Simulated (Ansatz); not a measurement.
**A computed series for Zr3Si2: response to strain**

Start from Zr₃Si₂ (space group P4/mbm, No. 127; a = 7.1065 Å, c = 3.7091 Å; a cell from a computed database, its experimental status unchecked). Axes: x, y, z lie along a, b, c of the conventional cell.

Strains are applied to the cell and any free atomic positions relax; under biaxial strain the out-of-plane vector relaxes too.

Calculations: plane-wave PAW DFT at the r2SCAN level (Ansatz, a first-principles code, 500 eV), spin-orbit coupling left out, earlier PAW set.

Notes on the quantities. pressure: mean of the normal stresses, compression positive.

```tsv
change	pressure	shortest interatomic distance	space group
base	0.0 GPa	2.451 Å	P4/mbm (No. 127)
biaxial strain −1.28 %, plane normal [001], relaxed out of plane	2.5 GPa	2.420 Å	P4/mbm (No. 127)
biaxial strain −0.84 %, plane normal [001], relaxed out of plane	1.6 GPa	2.430 Å	P4/mbm (No. 127)
biaxial strain +3.35 %, plane normal [001], relaxed out of plane	-5.2 GPa	2.535 Å	P4/mbm (No. 127)
biaxial strain +4.79 %, plane normal [001], relaxed out of plane	-7.1 GPa	2.571 Å	P4/mbm (No. 127)
isotropic strain −2.04 %	9.6 GPa	2.394 Å	P4/mbm (No. 127)
isotropic strain +0.74 %	[?]	2.471 Å	P4/mbm (No. 127)
uniaxial strain ε_xx = +4.38 %	-5.5 GPa	2.512 Å	Pbam (No. 55)
tensor shear ε_xz = −3.58 %	0.7 GPa	2.452 Å	P2_1/c (No. 14)
```

Some entries are withheld; estimate them.


- isotropic strain +0.74 %, pressure: -2.9 GPa

Without a gap, meshes like the base's 7×7×13 leave anisotropic stresses uncertain by several tenths of a GPa, and small strain energies with them. Stability against distortions was not tested. All final runs are without spin polarisation.
